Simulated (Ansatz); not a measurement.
# Hypothetical cubic perovskite MgSnO3: response to strain

The parent structure is MgSnO3 in the cubic perovskite structure (space group Pm-3m, No. 221; a hypothetical phase, not in the database extracts checked).

```yaml
crystal:
  lattice:
    - [3.98690, 0.00000, 0.00000]
    - [0.00000, 3.98690, 0.00000]
    - [0.00000, 0.00000, 3.98690]
  atoms:
    - { symbol: Mg, position: [0.00000, 0.00000, 0.00000] }
    - { symbol: Sn, position: [0.50000, 0.50000, 0.50000] }
    - { symbol: O, position: [0.00000, 0.50000, 0.50000] }
    - { symbol: O, position: [0.50000, 0.50000, 0.00000] }
    - { symbol: O, position: [0.50000, 0.00000, 0.50000] }
```

Cartesian axes are those of the cell as printed.

Strains are applied to the cell and any free atomic positions relax; under biaxial strain the out-of-plane vector relaxes too; under stress the whole cell relaxes.

Level of theory: PBEsol (Ansatz, a first-principles code, PAW, no spin-orbit coupling).

Notes on the quantities. pressure: mean of the normal stresses, compression positive.

```tsv
change	pressure	volume per atom	smallest direct gap	electron mass
base	0.1 kbar	12.67 Å³	2.09 eV	0.22 mₑ (at Γ)
biaxial strain −3.85 %, plane normal [001], relaxed out of plane	115.6 kbar	(withheld)	2.38 eV	(withheld)
isotropic strain −0.85 %	45.4 kbar	12.35 Å³	2.26 eV	0.24 mₑ (at Γ)
isotropic strain +0.41 %	(withheld)	12.83 Å³	2.01 eV	(withheld)
uniaxial stress, 3 GPa compression along x	–	12.60 Å³	2.11 eV	0.23 mₑ (at Γ)
```

Question: Complete the table.

Answer: 
- biaxial strain −3.85 %, plane normal [001], relaxed out of plane, volume per atom: 12.00 Å³
- biaxial strain −3.85 %, plane normal [001], relaxed out of plane, electron mass: 0.26 mₑ (at Γ)
- isotropic strain +0.41 %, pressure: -19.8 kbar
- isotropic strain +0.41 %, electron mass: 0.21 mₑ (at Γ)

Effective masses come from finite differences of ±0.01 Å⁻¹. Stability under load was not tested beyond the relaxation. Many cubic perovskites are stable only at high temperature; tilts and polar distortions were not tested.
